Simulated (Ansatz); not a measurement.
**ZnS (P3m1, No. 156, 28 atoms in the cell; start mp-556815; a measured phase of this formula has another space group)**

Method: r²SCAN in Ansatz (PAW).

Run with plane-wave cutoff 560 eV, 12×12×1 k mesh (along the axes of the cell as run), Fermi–Dirac smearing 0.01 eV, scalar-relativistic PAW data made under PBE.

Cell (relaxed at this level):

ZnS is modelled in the trigonal space group P3m1 (No. 156), Pearson symbol hP28. Cell: a = b = 3.8087 Å, c = 43.6257 Å, α = β = 90.00°, γ = 120.00°. Zn1 on 1a is surrounded by 4 S at 2.333 Å (tetrahedral). Zn2 on 1b is surrounded by 4 S at 2.333 Å (tetrahedral). Zn3 on 1c is surrounded by 4 S at 2.333 Å (tetrahedral). Zn4 on 1a sees 4 S at 2.335–2.337 Å (tetrahedral). Zn5 on 1b has 4 S at 2.335 Å (tetrahedral). Zn6 on 1a sees 4 S at 2.334–2.337 Å (tetrahedral). Zn7 on 1b is surrounded by 4 S at 2.333 Å (tetrahedral). Zn8 on 1b is coordinated by 4 S at 2.333 Å (tetrahedral). 20 further independent sites are not listed. (Neighbours: up to the widest gap in distance over summed covalent radii, below 1.35, at either atom; cation-cation and far metal-metal contacts left out.)

```
Property             Value
--------  ----------------
band gap  2.73 eV (direct)
```

Cost on a shared machine: very roughly 21 core-minutes.

A start named mp-… is a Materials Project structure, which need not be a measured phase.

Ansatz is an electronic-structure program.
